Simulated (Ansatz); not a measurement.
## Worked example: self-consistent single point of ScAg2 (I4mm, 3 atoms in the cell) in Ansatz

Computed with PBEsol, default PAW files made with PBE (plane waves; Ansatz, a first-principles code).

The input file:

Ansatz 0.2 input:
```yaml
# ScAg2
crystal:
  lattice:
    - [-1.77443700, 1.77443700, 4.47660000]
    - [1.77443700, -1.77443700, 4.47660000]
    - [1.77443700, 1.77443700, -4.47660000]
  atoms:
    - { symbol: Sc, position: [0.00558500, 0.00558500, 0.00000000] }
    - { symbol: Ag, position: [0.66664000, 0.66664000, 0.00000000] }
    - { symbol: Ag, position: [0.33336000, 0.33336000, 0.00000000] }
basis:
  ecutwfc: 420.0 eV
kpoints:
  mp_grid: { grid: [13, 13, 13] }
hamiltonian:
  xc: pbesol
  pseudopotentials: { kind: paw }
scf:
  occupations: { method: fermi_dirac, width: 0.1 eV }
output:
  forces: true
  eigenvalues: true
  stress: true
```

The program printed (abridged):

```
WARN ansatz: RAYON_NUM_THREADS=1 ignored (pool sized by the plan → 1); use --threads N
basis.fft_grid_basis auto: the FFT boxes are laid along the combinations [[1, 0, 1], [0, 1, 1], [0, 0, 1]] of the cell's own vectors, 3.549, 3.549 and 5.132 Å …
Pseudopotentials: kind: paw
Pseudopotential: Sc, paw, valence charge 11
Pseudopotential: Ag, paw, valence charge 19
Crystal: 3 atoms, lattice volume = 56.381 Å³
Basis set: ecut = 420 eV, 1087 PW (Γ), FFT grids on a1+a3, a2+a3, a3, exchange–correlation on 48×48×72 points (8 copies of the dense FFT grid, shifted against one another)
Bands: 30, of which v1, the nominal top of the filled ones, is band 25 counted from 1 (24 counted from 0)
Symmetry: 8 space group operations
Space group: I4mm (ITA 107), of the structure as read, at distance tolerance 3.8e-5 Å
k-points: 196 of 2197 (time reversal used)
PAW frozen core: Sc, regenerated for the run's functional, and the local potential with it
PAW frozen core: Ag, regenerated for the run's functional, and the local potential with it
Initial density: superposition of atomic densities (neutral atoms: chi_scale 0, normalization atom), corrected by the library's trained network
Initial wavefunctions: pseudopotential atomic-orbital guess
Eigensolver: davidson
Functional: x = pbesol(κ = 0.804, μ = 0.12345679012345678), c = pbesol(β = 0.046)
SCF iter   1: F=—  HF=-17156.879614 eV  |F-HF|=—  |Δ(HF+E_count)|=         —  Δρ=8.63e-3  dr2=3.98e-2  ethr=1.77e-3  ⟨swp⟩=4.1  Hψ=18709  notcnv=0
all-band conjugate gradients solve this SCF's bands
preconditioner: auto → Kerker (q_TF=auto, 2.665 Å⁻¹)
SCF iter   2: F=—  HF=-17156.869150 eV  |F-HF|=—  |Δ(HF+E_count)|=   1.05e-2  Δρ=2.68e-3  dr2=4.42e-3  ethr=8.13e-5  ⟨swp⟩=2.1  Hψ=10756  notcnv=0
SCF iter   3: F=—  HF=-17156.867936 eV  |F-HF|=—  |Δ(HF+E_count)|=   1.21e-3  Δρ=9.56e-4  dr2=4.29e-4  ethr=9.02e-6  ⟨swp⟩=2.3  Hψ=8773  notcnv=0
SCF iter   4: F=—  HF=-17156.867857 eV  |F-HF|=—  |Δ(HF+E_count)|=   7.88e-5  Δρ=2.95e-4  dr2=4.04e-5  ethr=8.76e-7  ⟨swp⟩=2.0  Hψ=8010  notcnv=0
SCF iter   5: F=—  HF=-17156.867858 eV  |F-HF|=—  |Δ(HF+E_count)|=   8.28e-7  Δρ=6.28e-5  dr2=2.82e-6  ethr=8.25e-8  ⟨swp⟩=2.9  Hψ=10764  notcnv=0
SCF iter   6: F=—  HF=-17156.867857 eV  |F-HF|=—  |Δ(HF+E_count)|=   5.41e-7  Δρ=1.52e-5  dr2=1.70e-7  ethr=5.75e-9  ⟨swp⟩=2.0  Hψ=8126  notcnv=0
SCF iter   7: F=-17156.867857 eV  HF=-17156.867857 eV  |F-HF|=7.02e-9  |Δ(HF+E_count)|=   3.62e-8  Δρ=4.28e-6  dr2=1.07e-8  ethr=2.04e-10  ⟨swp⟩=4.2  Hψ=19285  notcnv=0
SCF 1 converged in 7 iterations: F = -17156.867857 eV  dr2 = 1.07e-8
SCF converged after 7 iterations
Free energy (F): -17156.867857 eV
Harris-Foulkes:  -17156.867857 eV  (|F-HF|=7.02e-9)
Internal energy: -17156.826562 eV  (E = F + TS)
E sigma→0 (E₀):  -17156.847209 eV
Entropy (-TS):   -0.041296 eV (-13.765 meV/atom)
Fermi energy:    14.712873 eV
--- Per-component energies (eV) ---
  E_band       = -697.830874
  E_kinetic    = 1313.788733
  E_local      = -5726.448219  (includes V_loc(G=0)·N_el)
  E_nonlocal   = 244.073442
  E_hartree    = 2501.403801
  E_xc         = -471.883582
  E_vxc        = -598.842553  (∫ρ·V_xc dr)
  E_paw        = -8597.639208  (= ΣΔE_a)
  E_vpaw       = -933.204686  (= ΣTr[D̂ρ^β])
  E_aug_tail   = 0.000604  (compensation charges beyond the density's cutoff)
  E_ewald      = -6420.896637
  E_core_change = 0.774503  (= ΣΔE_core)
  E_smearing   = -0.041296  (= −TS)
  E_closure    = 0.000000  (closes the sum)
  Σ components = -17156.867857   (vs F -17156.867857, Δ=0.00e0)
--- Forces (eV/Å), atoms counted from 1 ---
  atom   1  Sc     0.00000000     0.00000000    -0.27399899
  atom   2  Ag    -0.00000000     0.00000000     0.15097753
  atom   3  Ag     0.00000000     0.00000000     0.12300669
  max |Σ_I F_I| component: 1.48e-5 eV/Å
--- Stress (GPa, compression-positive) ---
       -3.668437       0.000000      -0.000000
        0.000000      -3.668437       0.000000
       -0.000000      -0.000000      -4.344433
  P = ⅓ Tr σ = -3.8938 GPa (-38.938 kbar)
  The stress holds the Pulay correction. Without it, at fixed plane waves, as pw.x and ABINIT print it: P = -3.9243 GPa
--- Band table (eV; the first three rows and the last of 196) ---
  k-point 0: bands = ["-77.6661", "-77.6077", "-41.1627", "-41.1454", "-41.1454", "-41.0940", "-41.0655", "-41.0655", "-35.0296", "-13.7469", "-13.6943", "-13.6943", "7.5297", "9.0080", "9.3805", "9.5294", "9.7299", "9.9535", "9.9535", "9.9830", [...]
  k-point 1: bands = ["-77.6660", "-77.6077", "-41.1628", "-41.1459", "-41.1452", "-41.0935", "-41.0666", "-41.0656", "-35.0288", "-13.7456", "-13.6998", "-13.6992", "7.6927", "9.0480", "9.4012", "9.4755", "9.6968", "9.8642", "9.9397", "9.9603", [...]
  k-point 2: bands = ["-77.6658", "-77.6078", "-41.1630", "-41.1474", "-41.1446", "-41.0932", "-41.0689", "-41.0659", "-35.0264", "-13.7424", "-13.7146", "-13.7130", "8.1381", "9.1618", "9.2892", "9.4554", "9.7297", "9.7424", "9.8743", "9.9677", [...]
  k-point 195: bands = ["-77.6658", "-77.6080", "-41.1495", "-41.1464", "-41.1454", "-41.1095", "-41.0644", "-41.0643", "-35.0282", "-13.7512", "-13.6993", "-13.6933", "8.7309", "8.7618", "9.0011", "9.4584", "9.5629", "9.6247", "10.2266", "10.3016", [...]
```

The run converged in 7 iterations.

The starting cell comes from a database of computed structures (which also holds hypothetical and non-ambient phases and stackings), without a prior relaxation at this level. Its lattice was rescaled by up to half a per cent. One atom was moved a little off its site on purpose. With a pressure of about -4 GPa the cell is away from its equilibrium volume at this level. Ansatz's pressure includes its estimate of the finite-basis (Pulay) stress.
